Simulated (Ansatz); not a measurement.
The parent structure is MoTe₂ (space group Fm-3m, No. 225; a = 6.5608 Å; a hypothetical phase, not in the database extracts checked).

Perturbation: cell and atoms relaxed at a pressure of 60 GPa.

Levels (all Ansatz, a quantum-chemistry and plane-wave program, PAW): PBEsol (420 eV, scalar-relativistic without spin-orbit coupling); PBEsol+SOC (420 eV, spin-orbit coupling included).

The geometry is relaxed with PBEsol.

```
Quantity            Value
---------------  --------
PBEsol pressure  60.0 GPa
```

Problem. What does PBEsol+SOC give at this geometry for the pressure?

Solution. The pressure increases by 0.2 GPa, from 60.0 GPa to 60.2 GPa.

Single points use the geometry relaxed with PBEsol. The spin-orbit shifts are approximate. Load acts through the strain it causes; cell and atoms are relaxed under it. Stability against distortions was not tested. Competing high-pressure phases were not computed. The runs without spin-orbit coupling are not spin-polarised. MoTe2 has a high density of states at the Fermi level and may be magnetic at this level.
